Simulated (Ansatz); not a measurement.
Worked calculations on one periodic cell of amorphous Hf18O37Zn: Hf18O37Zn, 56 atoms, volume 729.1 Å³, made by a melt-quench on the CHGNet potential and relaxed with DFT. O atoms were pushed apart under 1.9 Å during the dynamics, to hinder bonds among them. It is a model cell: composition and starting density were chosen by hand, and all elements were melted together. Cycles of charging were run to anneal it. These are PBE, scalar-relativistic without spin-orbit coupling (plane waves to 420 eV, PAW; Ansatz, a program for electronic structure) values and carry that method's errors. Sampling: a 2×2×2 Γ-centred mesh; Fermi-Dirac width 0.02 eV; no spin polarisation. Its volume was relaxed, its shape was free, and it stands at a mean pressure of 0.0 GPa with stress components up to 0.1 GPa; the relaxation ran on the zone centre alone. Its density went from a set 8.88 to 8.81 g/cm³. The cell is small and was quenched far faster than a real film, so it is one sample of the glass.

Problem. Count formal charges (Hf +4, O -2, Zn +2). What does the count lead one to expect at the Fermi level, and what does the calculation give?

Solution. 18 × (+4) + 37 × (-2) + 1 × (+2) = 0. The charges balance, so the anion-derived valence states can be full and a gap can open. On this mesh the highest filled and lowest empty level lie 4.05 eV apart, the PBE gap of this cell.

Four energies for an added electron at PBE on the zone centre alone (charged cells in a uniform background, spin-polarised): neutral at the neutral geometry -307387.592 eV; charged at the neutral geometry -307372.047 eV; charged and relaxed -307372.153 eV; neutral at the charged geometry -307387.377 eV.

Problem. Find the two relaxation energies and their sum, the reorganisation energy.

Solution. On charging: -307372.047 − (-307372.153) = 0.106 eV. On discharging: -307387.377 − (-307387.592) = 0.215 eV. The sum is 0.321 eV. The carrier's level spreads over 19 of the 56 atoms' worth, so it counts as partly localised, most on one Hf atom with neighbours O 2.04 Å, O 2.08 Å, O 2.09 Å, O 2.15 Å, O 2.17 Å, O 2.21 Å (neutral geometry). The values are uncorrected: the image energy of a point charge in this cell, 2.84 × 14.40 / (2 × 9.0) = 2.3 eV before screening, is screened by electrons alone at the fixed geometry and by ions too after relaxing, and the carrier can be spread before it relaxes, so each term can be off by up to that value times 1/ε∞, some tenths of an eV. PBE's self-interaction favours spread-out carriers, so a hybrid can localise more.

Four energies for a hole at PBE on the zone centre alone (charged cells in a uniform background, spin-polarised): neutral at the neutral geometry -307387.592 eV; charged at the neutral geometry -307399.041 eV; charged and relaxed -307399.243 eV; neutral at the charged geometry -307386.750 eV.

Problem. Find the two relaxation energies and their sum, the reorganisation energy.

Solution. On charging: -307399.041 − (-307399.243) = 0.202 eV. On discharging: -307386.750 − (-307387.592) = 0.842 eV. The sum is 1.044 eV. The carrier's level spreads over 4 of the 56 atoms' worth, so it counts as localised, most on one O atom with neighbours Hf 2.08 Å, Hf 2.08 Å, Hf 2.12 Å (neutral geometry). The values are uncorrected: the image energy of a point charge in this cell, 2.84 × 14.40 / (2 × 9.0) = 2.3 eV before screening, is screened by electrons alone at the fixed geometry and by ions too after relaxing, and the carrier can be spread before it relaxes, so each term can be off by up to that value times 1/ε∞, some tenths of an eV. PBE's self-interaction favours spread-out carriers, so a hybrid can localise more.
